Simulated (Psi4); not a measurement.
Psi4 1.11, HF/def2-svp: In(H) ([InH]), 2 atoms. The geometry is a generated start, not checked to be a minimum at this level.

```
Property                                              Value
--------------------------  -------------------------------
task                                                 energy
method                                                  scf
basis                                              def2-svp
memory                                                 3 GB
maxiter                                                 100
keys of the molecule block                      symmetry c1
scf_type                                       df (default)
e_convergence                               1e-06 (default)
d_convergence                               1e-06 (default)
effective core potentials   those of the basis set, past Kr
basis functions                                          31
```

```xyz
2

In     0.5803     0.1442    -0.7829
H     -0.5803    -0.1442     0.7829
```

With the defaults (damping_percentage = 0, diis_max_vecs = 10, guess = auto, which took SAD, soscf = false, soscf_start_convergence = 0.01, scf_initial_accelerator = adiis) it converges in 7 SCF iterations. One run each on 2 threads, with these changes:
- damping_percentage = 60
- diis_max_vecs = 6
- soscf = true, soscf_start_convergence = 0.1
- damping_percentage = 20
- diis_max_vecs = 3
- scf_initial_accelerator = ediis
- diis_max_vecs = 20
- guess = core
- guess = huckel

Which runs fail or end elsewhere than the default run?

No convergence: damping_percentage = 60 (the run ends without SCF convergence in 100 iterations). The rest reach the solution of the defaults.

| setting | SCF iterations | JK calls | end |
|---|---|---|---|
| soscf = true, soscf_start_convergence = 0.1 | 5 | 16 | same solution |
| the defaults | 7 | 8 | same solution |
| diis_max_vecs = 3 | 7 | 8 | same solution |
| diis_max_vecs = 20 | 7 | 8 | same solution |
| guess = huckel | 7 | 17 | same solution |
| scf_initial_accelerator = ediis | 7 | 8 | same solution |
| diis_max_vecs = 6 | 7 | 8 | same solution |
| guess = core | 8 | 8 | same solution |
| damping_percentage = 20 | 12 | 13 | same solution |
| damping_percentage = 60 | 100 | 101 | no convergence |

An SOSCF iteration holds several JK calls; a Hückel guess adds calls on atoms.
